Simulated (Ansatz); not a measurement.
Partial pair distribution functions of a relaxed model of amorphous Sn₁₂Sb₁₂Se₃₆, broadened by 0.06 Å; density 5.66 g/cm³. The numbers are results of PBE-D3(BJ), scalar-relativistic without spin-orbit coupling, PAW (Ansatz default set, large-core Se) (plane waves to 420 eV; Ansatz, a first-principles code), not measurements.

A CHGNet melt-quench gave the starting glass, which DFT then relaxed. The hot cell started wider than the set density and was brought back towards it in steps. It is the lowest in DFT energy of 3 quenches. It is a model cell: composition and starting density were chosen by hand, and all elements were melted together. The geometry includes D3(BJ) dispersion. Its density started from a set value of 5.29 and ended at 5.66 g/cm³. Cooling (nominally 79 K/ps over its main leg) ran many orders faster than in experiment, which tends to leave more defects and strain. Values belong to this one cell and scatter from quench to quench. Volume and shape were free in the relaxation. On a 2×2×2 Γ-centred mesh force components of up to 0.14 eV/Å stay, since the relaxation ran on one k-point at (1/4, 1/4, 1/4).

```csv
r (Å),g Sb-Se,g Sn-Se,g Sn-Sn,g Sb-Sb
2.35,0.00,0.00,0.00,0.00
2.45,0.08,0.12,0.00,0.00
2.55,1.51,1.50,0.00,0.00
2.65,5.71,3.80,0.00,0.00
2.75,6.00,5.86,0.00,0.00
2.85,2.81,4.35,0.00,0.00
2.95,1.97,2.22,0.00,0.00
3.05,2.04,2.20,0.00,0.00
3.15,1.91,1.30,0.00,0.00
3.25,1.06,1.09,0.00,0.00
3.35,0.82,1.10,0.03,0.00
3.45,1.09,0.89,0.87,0.25
3.55,0.64,0.58,1.78,1.48
3.65,0.59,0.59,0.38,2.80
3.75,0.48,0.75,1.21,1.57
3.85,0.36,0.56,1.60,1.70
3.95,0.26,0.46,1.65,0.87
4.05,0.27,0.66,1.11,1.99
4.15,0.46,0.79,0.40,0.85
4.25,0.43,0.67,0.27,0.46
4.35,0.29,0.76,1.77,1.07
4.45,0.63,0.54,3.38,1.18
4.55,0.63,0.65,2.34,1.09
4.65,0.67,0.53,1.67,0.96
4.75,0.61,0.70,0.84,1.39
4.85,0.60,1.01,0.54,0.78
4.95,0.51,0.89,0.17,0.39
5.05,0.77,0.61,0.48,0.72
5.15,0.80,0.43,0.13,0.97
5.25,0.96,0.69,0.23,2.08
5.35,1.01,0.80,1.26,1.74
5.45,1.06,0.76,0.50,1.03
5.55,1.33,1.34,0.40,0.64
5.65,1.62,1.26,0.60,0.73
5.75,1.47,1.01,2.22,0.98
5.85,1.50,1.03,1.49,1.34
```

Within 3.20 Å each Sb has 4.75 Se neighbours on average.
